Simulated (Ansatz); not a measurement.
Consider WSi$_{2}$ (space group I4/mmm, No. 139; a = 3.2289 Å, c = 7.8697 Å; relaxed with 0.1 eV smearing). Axes: x, y, z lie along a, b, c of the conventional cell.

Structures relaxed with Ansatz (a first-principles code), PBE, PAW, cutoff 420 eV, no spin-orbit coupling.

Base:

Simulated powder pattern, Cu Kα1, λ = 1.54056 Å (kinematic, ideal powder, no thermal factors, no anomalous dispersion; the 14 strongest lines at most, above 2 %, up to 2θ = 90°):

```
2θ (°)  I/Imax (%)    hkl
------  ----------  -----
22.58           49  (002)
29.89          100  (101)
39.43           59  (110)
44.46           84  (103)
45.92           33  (112)
46.10          8.0  (004)
56.99           20  (200)
62.09           14  (202)
62.24           13  (114)
65.69           23  (211)
65.97           12  (105)
75.02           37  (213)
76.22          7.6  (204)
85.26           14  (116)
```

One thing is altered: compressive biaxial strain of 1.50 % in the plane normal to [001], as in epitaxy on a mismatched substrate; the out-of-plane cell vector and the atoms relax.

Q: How do the reflections move or split?

A: 
Simulated powder pattern, Cu Kα1, λ = 1.54056 Å (kinematic, ideal powder, no thermal factors, no anomalous dispersion; the 14 strongest lines at most, above 2 %, up to 2θ = 90°):

```csv
2θ (°),I/Imax (%),hkl
22.45,51,(002)
30.26,100,(101)
40.06,58,(110)
44.58,86,(103)
45.82,8.4,(004)
46.40,33,(112)
57.94,20,(200)
62.46,14,(114)
62.94,14,(202)
65.85,12,(105)
66.77,23,(211)
75.94,37,(213)
76.84,7.7,(204)
85.21,14,(116)
```

The indices refer to the base's conventional cell; one index is shown for lines that coincide.

No phonon test of stability was made. The final runs are not spin-polarised.
